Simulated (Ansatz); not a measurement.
# Al on the Si site + 1 H (4H silicon carbide host)

These are PBE, PAW (plane waves to 420 eV; Ansatz, a program for electronic structure) values and carry that method's errors. Set-up: 96-site cell; 2×2×2 shifted k-points; start: the Si(h) site; H at the bond centre; energies good to tenths of an eV; flagged in the runs: a host whose relaxation on this sampling wasn't shown to rest.

Neighbours after relaxation, in Å: of the Al atom: H 1.71, C 1.92, C 1.92, C 1.97, C 2.32; of the H atom: C 1.11, Al 1.71, Si 2.12, C 2.13, Si 2.16, C 2.51, C 2.56.

Formation energies E_f are those of the neutral cell. Chemical conditions: C-rich (Δμ(Si) = -0.41 eV, Δμ(H) = -0.32 eV, Δμ(Al) = -0.16 eV, bounded by CH4 molecule, Al4C3 (R-3m); only phases computed here count, gases as isolated molecules at 0 K). Reference phases: Al: fcc Al, H: H2 molecule in a box, Si: silicon.

```json
[
 {"charge": "0", "moment (μB)": "not spin-polarised", "largest move off a lattice site (Å)": "0.28", "E_f, C-rich (eV)": "1.90"}
]
```

No other site or start that was run ended lower by more than 0.1 eV.

Flagged in the runs: a host whose relaxation on this sampling wasn't shown to rest.
